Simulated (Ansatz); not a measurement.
Consider Ca3P2 (space group P-3m1, No. 164; a = 4.670 Å, c = 7.019 Å; a hypothetical phase, not in the database extracts checked). Axes: x lies along a and z along c of the hexagonal cell.

The values are results of Kohn–Sham DFT with the r2SCAN functional, run in Ansatz (a program for electronic structure) with PAW and 500 eV plane waves, no spin-orbit coupling, not measurements.

Perturbation: the cell is scaled by 1.0110 in all directions, atoms relaxed at fixed cell.

Q: Predict the stress tensor and what it implies for the stiffness.

A: Stress of the strained cell less that of the base (GPa, compression positive):
```
  -1.65    0.00    0.00
   0.00   -1.65    0.00
   0.00    0.00   -1.14
```

Then B = −ΔP/(ΔV/V₀) with ΔV/V₀ = 0.0334 gives secant stiffness values (nonlinear terms included at this strain): B (at held cell shape, above the free-shape value) ≈ 44 GPa.

As a check, the harmonic strain energy −½ V₀ Δσ:ε is 4.0 meV/atom; the computed energy rise is 4.2 meV/atom.

Whether these cells are dynamically stable was not tested.
